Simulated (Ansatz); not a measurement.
# A short convergence ladder for CaC2 (R3m, 3 atoms in the cell)

```
CaC2
1.0
    1.93468     1.11699     3.93410
   -1.93468     1.11699     3.93410
    0.00000    -2.23397     3.93410
Ca C
1 2
Cartesian
  0.00000   0.00000   0.04999
  0.00000   0.00000   6.52565
  0.00000   0.00000   5.27666
```

Base method: PBEsol, default PAW files made with PBE (plane waves; Ansatz, a quantum-chemistry and plane-wave program).

Base settings: basis.ecutwfc = 420 eV; kpoints.mp_grid.grid = 8 8 8; hamiltonian.xc = pbesol; hamiltonian.pseudopotentials = {kind: paw} (the program's default PAW files); scf.occupations.method = fermi_dirac; scf.occupations.width = 0.05 eV.

**The width of Fermi-Dirac smearing**

The mesh stays at the base's, so the ladder's end is converged at best in this setting alone.

Only quantities that move along the ladder and can be compared are tabulated.

| scf.occupations.width | free energy less the last step's (meV/atom) | pressure (GPa) | largest difference of a force vector from the last step's (eV/Å) |
|---|---|---|---|
| 1 eV | -236.25 | 1.97 | 1.523 |
| 0.5 eV | -10.89 | -1.10 | 0.144 |
| 0.2 eV | -0.01 | -1.32 | 0.000 |
| 0.1 eV | 0.00 | -1.32 | 0.000 |
| 0.02 eV | 0.00 | -1.32 | 0.000 |

Widest scf.occupations.width that holds the forces within 0.005 eV/Å of the last step, with all finer ones: 0.2 eV; the step before is off by 0.14 eV/Å.

Widest scf.occupations.width that holds the pressure within 0.1 GPa of the last step, with all finer ones: 0.2 eV; the step before is off by 0.23 GPa.

Widest scf.occupations.width that holds the free energy within 5 meV/atom of the last step, with all finer ones: 0.2 eV; the step before is off by 11 meV/atom.

On the base run: the starting cell comes from a database of computed structures (which also holds hypothetical and non-ambient phases and stackings), without a prior relaxation at this level. Its lattice was rescaled by up to half a per cent. One atom was moved a little off its site on purpose. Ansatz's pressure includes its estimate of the finite-basis (Pulay) stress.

Keys are those of Ansatz 0.2.
